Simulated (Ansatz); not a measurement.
# A computed series for CdS: pressure series

Base system: CdS in the zinc blende structure (space group F-43m, No. 216; a = 5.878 Å).

Cell and atoms are relaxed at each pressure.

Level of theory: r2SCAN (Ansatz, a quantum-chemistry and plane-wave program; PAW; 500 eV plane waves; spin-orbit coupling left out).

| pressure (GPa) | volume per atom (Å³/atom) |
|---|---|
| -2 | 26.300 |
| -1 | 25.826 |
| 0 | 25.383 |
| 3 | ? |
| 7 | 23.115 |
| 15 | 21.422 |
| 30 | 19.361 |
| 50 | 17.616 |
| 75 | 16.158 |

Q: Fit the third-order Birch–Murnaghan form P(V) = (3B₀/2)[(V₀/V)^(7/3) − (V₀/V)^(5/3)]·[1 + (3/4)(B₀′ − 4)((V₀/V)^(2/3) − 1)] (squares taken in P) to the rows shown and predict the withheld row.

A: Least squares on the printed values gives V₀ = 25.383 Å³/atom, B₀ = 60.9 GPa, B₀′ = 4.4; this predicts 24.275 Å³/atom, and the run gives 24.275 Å³/atom, in agreement.

Load acts through the strain it causes; cell and atoms are relaxed under it. Stability against distortions was not tested. Tetrahedral semiconductors of this kind turn to denser phases somewhere between about 1 and 50 GPa; those were not computed, so compressed cells here can lie past the real transition.
